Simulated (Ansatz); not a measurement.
Pressure series in hypothetical CsCl type AuCl

The reference is AuCl in the CsCl type structure (space group Pm-3m, No. 221; a = 3.422 Å; a hypothetical phase, not in the database extracts checked).

Cell and atoms are relaxed at each pressure.

The values are results of PBE in Ansatz (plane waves to 420 eV, PAW, spin-orbit coupling left out), not measurements.

```json
[
 {"P (GPa)": "-2.01", "V (Å³/atom)": "20.806"},
 {"P (GPa)": "-1.01", "V (Å³/atom)": "20.403"},
 {"P (GPa)": "2.99", "V (Å³/atom)": "19.169"},
 {"P (GPa)": "6.99", "V (Å³/atom)": "18.291"},
 {"P (GPa)": "15.00", "V (Å³/atom)": "17.049"},
 {"P (GPa)": "30.00", "V (Å³/atom)": "15.567"},
 {"P (GPa)": "50.00", "V (Å³/atom)": "14.316"},
 {"P (GPa)": "75.01", "V (Å³/atom)": "13.266"},
 {"P (GPa)": "100.01", "V (Å³/atom)": "12.508"}
]
```

A third-order Birch–Murnaghan fit to these points gives V₀ = 20.03 Å³/atom, B₀ = 61 GPa and B₀′ = 5.3. At pressure 100 GPa the volume is 62.4 % of V₀.

Load acts through the strain it causes; cell and atoms are relaxed under it. Stability against distortions was not tested. No other phases were tried under pressure. No Hubbard U is applied, and correlation can decide whether such a compound is a metal. All final runs are without spin polarisation.

Ansatz is a program for electronic structure.
